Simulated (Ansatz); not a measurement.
The parent structure is GaN in the wurtzite structure (space group P6_3mc, No. 186; a = 3.218 Å, c = 5.243 Å).

The values are results of PBE (Ansatz, a quantum-chemistry and plane-wave program, PAW, no SOC), not measurements.

One change was made to it. Results:

The band gap goes up by 0.86 eV to 2.57 eV; the electron mass goes from 0.14 mₑ along c, 0.16 mₑ across (at Γ) to 0.20 mₑ along c, 0.23 mₑ across (at Γ); the valence-band top at Γ (three highest levels, from the VBM) becomes 0.00, 0.00, -0.06 eV (base: 0.00, 0.00, -0.04 eV); the density grows by 0.83 g/cm³ (5.91 g/cm³ → 6.74 g/cm³).

Problem. What was done to the base?
A) pressure 2.1 GPa
B) pressure 30 GPa
C) pressure −2 GPa
D) pressure 15 GPa
E) pressure 9 GPa

Solution. B, pressure 30 GPa. For comparison, the band gap in the other runs: pressure −2 GPa gives 1.63 eV; pressure 15 GPa gives 2.20 eV; pressure 2.1 GPa gives 1.79 eV; pressure 9 GPa gives 2.02 eV.

Load acts through the strain it causes; cell and atoms are relaxed under it. Effective masses come from finite differences of ±0.01 Å⁻¹. No phonon test of stability was made. Tetrahedral semiconductors of this kind turn to denser phases somewhere between about 1 and 50 GPa; those were not computed, so compressed cells here can lie past the real transition.
